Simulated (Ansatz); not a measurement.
The reference is BaHfO3 in the cubic perovskite structure (space group Pm-3m, No. 221; a = 4.206 Å).

The values are results of PBE in Ansatz (plane waves to 420 eV, PAW, without spin-orbit coupling), not measurements.

Before the change:

The width of the top valence band is 0.80 eV. The smallest direct gap comes out as 3.76 eV.

It is then changed as follows: the cell is scaled by 1.0300 in all directions; the atoms relax in the strained cell.

Task: Estimate the effect on the width of the top valence band.

Result: The width of the top valence band decreases by 0.06 eV, from 0.80 eV to 0.74 eV.

Task: Estimate the effect on the mean gap deformation potential ΔEg/Δln V.

Result: The mean gap deformation potential ΔEg/Δln V is -2.3 eV.

Task: How does this affect the energy relative to the base?

Result: The energy grows by 53 meV/atom.

Task: Predict the new smallest direct gap.

Result: The smallest direct gap shrinks by 0.10 eV, from 3.76 eV to 3.66 eV.

Spin-orbit coupling, missing from the scalar runs, can matter with Hf. Whether these cells are dynamically stable was not tested.

Ansatz is an electronic-structure program.
